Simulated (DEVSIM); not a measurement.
Schottky contact on p-type Si

System: Schottky contact on p-type Si, at 300 K.

| layer (left to right) | material | thickness (μm) | Na (cm⁻³) | τn (s) | τp (s) |
|---|---|---|---|---|---|
| 1 | Si | 0.560 | 5.4e15 | 6.9e-6 | 2.3e-5 |

Left contact: Schottky, work function 4.354 eV, emission velocity 9.8e6 cm/s. Right contact: ohmic. Voltage is applied to the left contact. Recombination: SRH at mid-gap, radiative. Mobility is μmin + (μ − μmin)/(1 + (N/Nref)^α).

This is a model device: material constants are rounded textbook-type values typed into the input, and sizes, dopings and lifetimes were drawn at random. Values at 300 K.

```csv
parameter,Si
gap (eV),1.124
affinity (eV),4.05
permittivity,11.7
Nc (cm⁻³),2.86e19
Nv (cm⁻³),3.1e19
μn (cm²/Vs),1417
μp (cm²/Vs),470
"μn,min",52
"μp,min",45
"Nref,n",9.7e16
"Nref,p",2.2e17
αn,0.68
αp,0.72
B (cm³/s),4.7e-15
```

DEVSIM, 1D drift-diffusion, Boltzmann statistics, complete ionisation; no tunnelling, impact ionisation, image-force lowering or self-heating. Metal contacts follow the ideal Schottky-Mott rule: no Fermi-level pinning, no interface dipoles.

| Property | Result |
|---|---|
| Potential step across the device at zero bias | 0.596 V |
| Largest field in the device at zero bias | 31000 V/cm |
| Dark forward voltage at 1 A/cm² | 0.385 V |
| Dark forward voltage at 100 A/cm² | 0.530 V |

Small-signal capacitance in reverse bias (quasi-static):

| V (V) | C (nF/cm²) |
|---|---|
| 0.1 | 25.9 |
| 0.25 | 23.4 |
| 0.5 | 20.8 |
| 0.75 | 19.4 |
| 1 | 18.9 |
| 1.5 | 18.6 |
| 2 | 18.5 |
| 2.5 | 18.5 |
| 3.25 | 18.5 |
| 4 | 18.5 |
| 5 | 18.5 |

Dark forward current:

| V (V) | J (A/cm²) |
|---|---|
| -0.05 | -2.8e-6 |
| -0.10 | -2.1e-5 |
| -0.15 | -0.00015 |
| -0.20 | -0.00098 |
| -0.25 | -0.0065 |
| -0.30 | -0.043 |
| -0.35 | -0.28 |
| -0.40 | -1.8 |
| -0.45 | -10 |
| -0.50 | -49 |
| -0.55 | -160 |
| -0.60 | -360 |
| -0.65 | -620 |
| -0.70 | -920 |
| -0.75 | -1300 |
| -0.80 | -1600 |
| -0.85 | -1900 |
| -0.90 | -2300 |
